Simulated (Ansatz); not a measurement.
**(Ca,Ba)F2: Ba3CaF8**

A 24-atom cell of (Ca,Ba)F2 started in the fluorite structure, site fractions Ca 0.250, Ba 0.750, short-range order -0.11 among the nearest mixed sites of the first mixed sublattice (0 is random, a negative value favours unlike neighbours), space group Cmmm at the end, an ordered arrangement that its symmetry holds.

The numbers are results of r2SCAN (plane waves to 500 eV, PAW; Ansatz, a program for electronic structure), not measurements. Scalar-relativistic, without spin–orbit coupling. Its k-point mesh 4×4×4, Fermi–Dirac width 0.01 eV.

- volume per atom: 18.16 Å³
- Ba–F bonds (within 1.22 times the sum of covalent radii): 2.654 Å on average, from 2.598 to 2.690 (48)
- Ca–F bonds (within 1.22 times the sum of covalent radii): 2.472 Å on average, from 2.413 to 2.532 (16)

```yaml
crystal:
  lattice:
    - [-0.03008, 6.03583, 6.00898]
    - [5.97891, 0.00000, 5.97891]
    - [6.00898, 6.03583, -0.03008]
  atoms:
    - { symbol: Ba, position: [0.00000, 0.00000, 0.00000] }
    - { symbol: Ba, position: [0.00000, 0.00000, 0.50000] }
    - { symbol: Ca, position: [0.00000, 0.50000, 0.00000] }
    - { symbol: Ba, position: [0.00000, 0.50000, 0.50000] }
    - { symbol: Ba, position: [0.50000, 0.00000, 0.00000] }
    - { symbol: Ba, position: [0.50000, 0.00000, 0.50000] }
    - { symbol: Ba, position: [0.50000, 0.50000, 0.00000] }
    - { symbol: Ca, position: [0.50000, 0.50000, 0.50000] }
    - { symbol: F, position: [0.38189, 0.38785, 0.38189] }
    - { symbol: F, position: [0.36271, 0.38729, 0.86271] }
    - { symbol: F, position: [0.38189, 0.84837, 0.38189] }
    - { symbol: F, position: [0.37481, 0.87519, 0.87481] }
    - { symbol: F, position: [0.86271, 0.38729, 0.36271] }
    - { symbol: F, position: [0.88189, 0.38785, 0.88189] }
    - { symbol: F, position: [0.87481, 0.87519, 0.37481] }
    - { symbol: F, position: [0.88189, 0.84837, 0.88189] }
    - { symbol: F, position: [0.11811, 0.15163, 0.11811] }
    - { symbol: F, position: [0.12519, 0.12481, 0.62519] }
    - { symbol: F, position: [0.11811, 0.61215, 0.11811] }
    - { symbol: F, position: [0.13729, 0.61271, 0.63729] }
    - { symbol: F, position: [0.62519, 0.12481, 0.12519] }
    - { symbol: F, position: [0.61811, 0.15163, 0.61811] }
    - { symbol: F, position: [0.63729, 0.61271, 0.13729] }
    - { symbol: F, position: [0.61811, 0.61215, 0.61811] }
```
